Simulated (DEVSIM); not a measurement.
Structure: Al0.3Ga0.7As/GaAs p-n heterojunction, at 350 K.

Layer 1 from the left is Al0.3Ga0.7As, thickness (μm) 0.840, Na (cm⁻³) 2.8e17, τn (s) 3.2e-10, τp (s) 3.2e-10. Layer 2 from the left is GaAs, thickness (μm) 15.0, Nd (cm⁻³) 5.9e15, τn (s) 3.2e-10, τp (s) 3.2e-10.

Left contact: ohmic. Right contact: ohmic. Voltage is applied to the left contact. Recombination: SRH at mid-gap. Mobility is constant in doping.

The device is made up for the run: typed textbook-type constants, with dimensions and the other settings drawn at random. Values at 300 K; Nc and Nv go as T^1.5, mobilities as T to minus their exponent, the gap by Varshni's rule with the affinity fixed.

Al0.3Ga0.7As: gap (eV) 1.7981, affinity (eV) 3.833, permittivity 12.05, Nc (cm⁻³) 6.96e17, Nv (cm⁻³) 9e18, μn (cm²/Vs) 3880, μp (cm²/Vs) 197, T exponent of μn 2.1, T exponent of μp 2.2, Varshni α (eV/K) 0.000541, Varshni β (K) 204. GaAs: gap (eV) 1.424, affinity (eV) 4.07, permittivity 12.9, Nc (cm⁻³) 4.7e17, Nv (cm⁻³) 9e18, μn (cm²/Vs) 8500, μp (cm²/Vs) 400, T exponent of μn 2.1, T exponent of μp 2.2, Varshni α (eV/K) 0.000541, Varshni β (K) 204.

DEVSIM, 1D drift-diffusion, Boltzmann statistics, complete ionisation; no tunnelling, impact ionisation, image-force lowering or self-heating. Band offsets follow the typed affinities; no thermionic-emission limit at abrupt steps, no polarisation charge.

### Question
What does the simulation give for the largest field in the device at zero bias, the dark forward voltage at 1 A/cm²?

### Answer
largest field in the device at zero bias 85000 V/cm; dark forward voltage at 1 A/cm² 0.850 V.
